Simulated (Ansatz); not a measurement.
ZnS: pressure series

The parent structure is ZnS in the zinc blende structure (space group F-43m, No. 216; a = 5.443 Å).

Cell and atoms are relaxed at each pressure.

The values are results of Ansatz (an electronic-structure program), PBE, PAW, cutoff 420 eV, no spin-orbit coupling, not measurements.

Computed cases, in order: pressure −2 GPa; pressure −1 GPa; 0 GPa (base); pressure 1.8 GPa; pressure 4.2 GPa; pressure 9 GPa; pressure 18 GPa; pressure 30 GPa; pressure 45 GPa; pressure 60 GPa.

### Question
Between which two neighbouring cases does the gap turn between direct and indirect?

### Answer
Between pressure 18 GPa (2.80 eV, direct at Γ) and pressure 30 GPa (2.79 eV, indirect, Γ → X). The whole series: pressure −2 GPa: 1.88 eV, direct at Γ; pressure −1 GPa: 1.95 eV, direct at Γ; 0 GPa (base): 2.02 eV, direct at Γ; pressure 1.8 GPa: 2.12 eV, direct at Γ; pressure 4.2 GPa: 2.25 eV, direct at Γ; pressure 9 GPa: 2.47 eV, direct at Γ; pressure 18 GPa: 2.80 eV, direct at Γ; pressure 30 GPa: 2.79 eV, indirect, Γ → X; pressure 45 GPa: 2.56 eV, indirect, Γ → X; pressure 60 GPa: 2.37 eV, indirect, Γ → X.

Load acts through the strain it causes; cell and atoms are relaxed under it. No phonon test of stability was made. Measured, ZnS leaves this structure (for rock salt) near 14.7 GPa (temperature not stated; as listed in Datta, Sujoy, Jana, Debnarayan, arXiv (2020)), on rising pressure, with hysteresis.
